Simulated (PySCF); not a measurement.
PySCF 2.14.0, PBE0/def2-svp, df: Cr(NH)2(NH2)(Me) ([CH3][Cr](=[NH])(=[NH])[NH2]), 12 atoms. The geometry is a generated start, not checked to be a minimum at this level.

* **task**: energy
* **method**: pbe0
* **basis**: def2-svp
* **two-electron scheme**: density fitting
* **mol.max_memory**: 3000 MB
* **mf.max_cycle**: 100
* **mf.conv_tol**: 1e-09 (default)
* **mf.grids.level**: 3 (default)
* **basis functions**: 122
* **grid points**: 145384

```xyz
12

Cr    -0.2166    -0.0494    -0.5086
N     -1.5731    -0.9586    -0.4205
H     -2.3227    -1.6331    -0.5538
N      0.9801    -0.4488    -1.5484
H      1.5783    -0.8459    -2.2670
N     -0.4999     1.7401    -0.3598
H     -1.3366     2.1877     0.0147
H      0.1229     2.4789    -0.6874
C      0.6899    -0.5572     1.3181
H      0.9152    -1.6201     1.4200
H      0.0331    -0.2821     2.1513
H      1.6295    -0.0114     1.4414
```

Charge 0 and multiplicity 1 are set for this test and not shown to be the ground state.

With the defaults (mf.DIIS = CDIIS, mf.diis_space = 8, mf.diis = true, mf.damp = 0, mf.diis_start_cycle = 1, mf.init_guess = minao, mf.level_shift = 0) it converges in 21 Fock builds. One run each on 2 threads, 1 BLAS thread, with these changes:
- mf.diis_space = 20
- mf.init_guess = sap
- mf.damp = 0.3, mf.diis_start_cycle = 4
- mf.DIIS = EDIIS
- mf.diis_space = 3
- mf.diis = false, mf.damp = 0.7, mf.diis_start_cycle = 999
- mf.level_shift = 1 Hartree
- mf.diis = false
- mf.DIIS = ADIIS

**Question.** Which runs fail or end elsewhere than the default run?

**Answer.** No convergence: mf.DIIS = EDIIS; mf.diis_space = 3; mf.diis = false; mf.diis = false, mf.damp = 0.7, mf.diis_start_cycle = 999 (the run ends without SCF convergence in 100 cycles). The rest reach the solution of the defaults.

```json
[
 {"setting": "mf.diis_space = 20", "Fock builds": "18", "end": "same solution"},
 {"setting": "the defaults", "Fock builds": "21", "end": "same solution"},
 {"setting": "mf.init_guess = sap", "Fock builds": "23", "end": "same solution"},
 {"setting": "mf.damp = 0.3, mf.diis_start_cycle = 4", "Fock builds": "24", "end": "same solution"},
 {"setting": "mf.DIIS = ADIIS", "Fock builds": "35", "end": "same solution"},
 {"setting": "mf.level_shift = 1 Hartree", "Fock builds": "39", "end": "same solution"},
 {"setting": "mf.DIIS = EDIIS", "Fock builds": "101", "end": "no convergence"},
 {"setting": "mf.diis_space = 3", "Fock builds": "101", "end": "no convergence"},
 {"setting": "mf.diis = false", "Fock builds": "101", "end": "no convergence"},
 {"setting": "mf.diis = false, mf.damp = 0.7, mf.diis_start_cycle = 999", "Fock builds": "101", "end": "no convergence"}
]
```
